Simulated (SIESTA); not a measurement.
Band structure of CuZn (Pm-3m, 2 atoms in the cell).

```yaml
crystal:
  lattice:
    - [2.99277, 0.00000, 0.00000]
    - [0.00000, 2.99277, 0.00000]
    - [0.00000, 0.00000, 2.99277]
  atoms:
    - { symbol: Zn, position: [0.50000, 0.50000, 0.50000] }
    - { symbol: Cu, position: [0.00000, 0.00000, 0.00000] }
```

Method of the run: GGA PBE, numerical atomic orbitals DZP, PseudoDojo PBE standard norm-conserving potentials (rewritten from UPF to PSML) run with SIESTA.

Settings: XC.functional = GGA; XC.authors = PBE; potentials = PseudoDojo PBE standard; PAO.BasisSize = DZP; PAO.EnergyShift = 0.005 Ry; MeshCutoff = 400 Ry; kgrid.MonkhorstPack = 7 7 7; OccupationFunction = MP; OccupationMPOrder = 0; ElectronicTemperature = 3156.43 K; MaxSCFIterations = 150; SCF.Mixer.Method = Pulay; SCF.Mixer.Weight = 0.25; SCF.Mixer.History = 8.

The starting cell has typed, rounded lattice constants, without a prior relaxation at this level. Its lattice was rescaled by a random factor within 2.5 % of one. Spin polarisation is off. Values carry the incompleteness of an atom-centred basis.

Levels in eV from the Fermi level, bands 16 to 21:
```tsv
point	16	17	18	19	20	21
Γ	-3.73	-2.93	-2.93	-2.93	6.47	6.47
X	-3.80	-3.42	-3.42	-2.99	-2.19	12.64
M	-3.09	-3.09	-2.68	-1.92	-1.92	1.63
R	-4.35	-2.66	-2.66	3.48	4.05	4.05
```

Bands cross the Fermi level along this path, so the cell is metallic at this level.

Higher empty bands are left out: an atom-centred basis made for the valence describes them poorly.
